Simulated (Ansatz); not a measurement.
Ta2O5 (model structure, Pbam, No. 55, 14 atoms in the cell) was calculated with PBEsol in Ansatz (PAW).

Settings: plane-wave cutoff 520 eV, 6×6×10 k mesh (along the axes of the cell as run), Fermi–Dirac smearing 0.01 eV, scalar-relativistic PAW data made under PBE.

Cell (relaxed with PBEsol):

Space group Pbam (No. 55); a = 6.1955 Å, b = 7.3257 Å, c = 3.7866 Å, α = β = γ = 90.00°

| atom | site | symmetry | x | y | z |
|---|---|---|---|---|---|
| Ta | 4g | ..m | 0.2760 | 0.1197 | 0.0000 |
| O | 4h | ..m | 0.3018 | 0.1583 | 0.5000 |
| O | 2a | ..2/m | 0.0000 | 0.0000 | 0.0000 |
| O | 4g | ..m | 0.1105 | 0.3604 | 0.0000 |

Task: Give the computed band gap and Γ–Γ gap.

Result: 
band gap: 2.17 eV
Γ–Γ gap: 3.29 eV

Note: the relaxation could raise the start's symmetry but not lower it, so the cell can be a saddle point.

Spin–orbit coupling is not included.

Computed values are for the static lattice.

A model structure was made by putting elements into a prototype or built by hand; it is no filed structure, need not be a known phase, and can be a saddle point held by its symmetry.

Ansatz is a program for electronic structure.
